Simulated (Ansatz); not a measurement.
An Ansatz (a quantum-chemistry and plane-wave program) input (PBEsol, PAW, 420 eV (Ansatz; no SOC)):

Ansatz 0.2 input:
```yaml
crystal:
  lattice:
    - [4.9383203711, 0, 0]
    - [0, 4.9383203711, 0]
    - [0, 0, 3.3705554401]
  atoms:
    - { symbol: Pb, position: [0, 0, 0] }
    - { symbol: Pb, position: [0.5, 0.5, 0.5] }
    - { symbol: O, position: [0.3076195323, 0.3076195323, 0] }
    - { symbol: O, position: [0.8076195323, 0.1923804677, 0.5] }
    - { symbol: O, position: [0.1923804677, 0.8076195323, 0.5] }
    - { symbol: O, position: [0.6923804677, 0.6923804677, 0] }
basis: { ecutwfc: 420, ecutrho_ratio: 4, xc_grid: 2, fft_grid_basis: typed }
kpoints: { mp_grid: { grid: [7, 7, 10] } }
hamiltonian:
  xc: pbesol
  dispersion: none
  pseudopotentials: { kind: paw }
scf: { occupations: { method: fermi_dirac, width: 0.05 }, convergence: { dr2_threshold: 0.0000000006 } }
relax: { f_tol: 0.005, max_steps: 50 }
output: { forces: true, stress: true }
checkpoint: { write: state.ck, write_every: 1000 }
```

Question: Which symmetry and how many k-points will the program report, and about how many plane waves at Γ?

Answer: Space group P42/mnm (ITA 136) with 16 operations, k-points 60 of 490, and 1599 plane waves at Γ.

Question: And the final pressure?

Answer: 5.43 GPa (compression positive).

The cells carry an imposed strain or load. Whether these cells are dynamically stable was not tested. The final runs are not spin-polarised. The cell was made from PbO$_{2}$ in the rutile structure (space group P4_2/mnm, No. 136) by this change: isotropic strain −1.20 %.
